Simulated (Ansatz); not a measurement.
Consider a periodic stack without vacuum, fcc Pt (1 1 1) on wurtzite AlN (0 0 1) (film strained to the substrate, started from cuts of the bulks and a machine-learned relaxation; slabs Al18N18 and Pt16, which can lie off the formulas): substrate slab Al18N18, film Pt16, surface cells [[-1, 1], [-2, -1]] and [[2, 0], [0, 2]], film strained by -3.4 and -3.4 %, outermost planes N/Al and Pt/Pt as cut, which need not be the usual terminations and can put a slab off its formula. Its start:

```
CELL_PARAMETERS angstrom
      5.42176     0.00000     0.00328
      2.71088     4.69538     0.00259
     -0.21100    -1.42971    24.79897
ATOMIC_POSITIONS crystal
  Al 0.66637 0.35717 0.06911
  Al 0.33679 0.01677 0.06922
  Al 0.00306 0.68619 0.06565
  Al 0.98403 0.38669 0.16935
  Al 0.65228 0.05032 0.16939
  Al 0.31570 0.71825 0.16880
  N  0.65428 0.37754 0.14732
  N  0.32013 0.04596 0.14737
  N  0.98568 0.71120 0.14524
  N  0.00644 0.34023 0.04797
  N  0.66591 0.02098 0.04781
  N  0.34041 0.68129 0.05022
  Al 0.63725 0.41595 0.26967
  Al 0.30415 0.08215 0.26974
  Al 0.97095 0.74920 0.27013
  Al 0.95897 0.44582 0.37002
  Al 0.62591 0.11316 0.37010
  Al 0.29320 0.77890 0.37015
  N  0.62849 0.43911 0.34710
  N  0.29537 0.10556 0.34725
  N  0.96202 0.77255 0.34751
  N  0.97361 0.40957 0.24694
  N  0.64098 0.07469 0.24696
  N  0.30606 0.74208 0.24659
  Al 0.61560 0.47633 0.47140
  Al 0.28148 0.14254 0.47052
  Al 0.94895 0.80844 0.47053
  Al 0.94402 0.50470 0.57539
  Al 0.60555 0.16892 0.57274
  Al 0.26843 0.84172 0.57431
  N  0.60890 0.49753 0.54858
  N  0.27529 0.16257 0.54696
  N  0.94109 0.82999 0.54704
  N  0.95059 0.46866 0.44734
  N  0.61787 0.13635 0.44752
  N  0.28540 0.80127 0.44748
  Pt 0.61688 0.56815 0.66413
  Pt 0.61595 0.06948 0.66872
  Pt 0.11775 0.56834 0.66729
  Pt 0.11552 0.06912 0.66753
  Pt 0.27140 0.26474 0.76506
  Pt 0.27245 0.76666 0.76464
  Pt 0.77126 0.26580 0.76391
  Pt 0.77164 0.76507 0.76498
  Pt 0.92430 0.96507 0.86228
  Pt 0.92231 0.46136 0.86041
  Pt 0.42298 0.96583 0.86554
  Pt 0.42715 0.45889 0.85909
  Pt 0.56794 0.64910 0.95675
  Pt 0.58793 0.13434 0.96655
  Pt 0.08385 0.64759 0.95030
  Pt 0.06911 0.17205 0.96705
```

The start was prepared with a machine-learned potential, and the result is one local minimum, with the in-plane cell held and forces under 0.04 eV/Å; the film can end far from its bulk form.

Method: PBE (plane waves to 420 eV, PAW; Ansatz, a first-principles code). Spin–orbit coupling is left out; the runs are not spin-polarised; PBE gaps are too small against experiment. Its k-point mesh 6×6×1, Fermi–Dirac width 0.05 eV.

Task: Predict the relaxed interface.

Result: interface area: 25.5 Å²
period: 24.97 Å
heights between the nearest atoms of the two slabs at the two interfaces: 2.36 and 2.03 Å
Al–Pt contacts across the interfaces within 1.22 times the sum of covalent radii: 12, mean 2.89 Å
N–Pt contacts across the interfaces within 1.22 times the sum of covalent radii: 3, mean 2.16 Å
estimate of the barrier: withheld, since the two interfaces are unlike
